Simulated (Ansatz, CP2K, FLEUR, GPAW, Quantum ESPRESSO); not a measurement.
# Code comparison for LaIn₅Ir (P4/mmm, 7 atoms in the cell)

Self-consistent single point, at a second geometry (lattice scaled by 0.98). First geometry:

```
CELL_PARAMETERS angstrom
      4.74610     0.00000     0.00000
      0.00000     4.74610     0.00000
      0.00000     0.00000     7.67273
ATOMIC_POSITIONS crystal
  La 0.00000 0.00000 0.00000
  In 0.50000 0.00000 0.69287
  In 0.50000 0.00000 0.30713
  In 0.00000 0.50000 0.69287
  In 0.00000 0.50000 0.30713
  In 0.50000 0.50000 0.00000
  Ir 0.00000 0.00000 0.50000
```

Shared settings, as Ansatz (an electronic-structure program) writes them: kpoints.mp_grid.grid = 5 5 3; scf.occupations.method = fermi_dirac; scf.occupations.width = 0.136 eV. Potentials and cutoffs stand in the table.

| code | model | ΔF from the first geometry (meV/atom) | pressure (GPa) | largest force (eV/Å) | cutoff |
|---|---|---|---|---|---|
| FLEUR | LDA (Perdew-Zunger), all-electron FLAPW (FLEUR), scalar-relativistic valence | -29.5 | – | 0.194 | Kmax 4.1 1/bohr |
| Ansatz | LDA (PW92), PAW files made with PBE | -30.6 | -1.04 | 0.181 | 420 eV |
| CP2K | LDA (Pade form), GPW, DZVP-MOLOPT-SR-GTH basis, GTH-PADE potentials (GTH_POTENTIALS) | -28.4 | -0.60 | 0.182 | grid 500 Ry |
| Quantum ESPRESSO | LDA (PZ), GBRV 1.5 ultrasoft (LDA) pseudopotentials | -31.3 | -2.13 | 0.166 | 40 Ry |
| GPAW | LDA (Perdew-Wang 92), GPAW PAW datasets LDA (gpaw-data 1.0.1) | -33.7 | -1.40 | 0.147 | 850 eV |

For Quantum ESPRESSO (by 1.0 GPa) the energy change implies a higher mean pressure, against the two pressures, than for the other programs: a sign of finite-basis (Pulay) stress.

A dash marks a value that a program does not give, or that is left out as unsure.

On Ansatz's run: spin-orbit coupling is off. Spin polarisation is off.

The spread over the programs that give each value: ΔF from the first geometry within 5.3 meV/atom; pressure within 1.53 GPa; largest force within 0.047 eV/Å.

CP2K uses small atom-centred bases, whose incompleteness enters pressures, forces and empty levels differently from a plane-wave cutoff. FLEUR treats all electrons, but the usual bases taken here (sphere radii, linearisation, local orbitals, empty states) were not tested for convergence, so the values are no reference for the others. Ansatz's pressure is given at a fixed set of plane waves, as the other plane-wave codes print theirs. The same LDA comes in different parametrisations, which differ slightly.

The starting cell comes from a database of computed structures (which also holds hypothetical and non-ambient phases and stackings), without a prior relaxation at this level. Its lattice was rescaled by a random factor within 2.5 % of one. For this run, on top of that: lattice scaled by 0.98.

Keys are those of Ansatz 0.2.
